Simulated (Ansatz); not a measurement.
For CuI (model structure, Pm-3m, No. 221), PBEsol (Ansatz, a first-principles code, plane waves, PAW) gives:

lattice parameter a: 3.541 Å
bulk modulus B0: 45.2 GPa
cohesive energy: 2.22 eV/atom

Question: What does r²SCAN (Ansatz, plane waves, PAW) give for the same quantities?

Answer: 
- lattice constant a: 3.664 Å (rises by 3.5 %)
- bulk modulus: 38.2 GPa (decreases by 15 %)
- cohesive energy: 2.02 eV/atom (drops by 0.20 eV/atom)

Changes are worked out from the printed values.

Unless a cell is named, each level is at its own relaxed cell (PBEsol 22.21, r²SCAN 24.60 Å³/atom).

Levels without +SOC leave out spin–orbit coupling, which shifts energies and cells of such heavy elements.

Caveats: the bulk modulus is −V dP/dV from two relaxed cells at ±2 % in volume (PBEsol, r²SCAN). Ansatz's density-functional and Hartree–Fock values are scalar-relativistic unless marked +SOC, with PAW data made under PBE.

A model structure was made by putting elements into a prototype or built by hand; it is no filed structure, need not be a known phase, and can be a saddle point held by its symmetry.
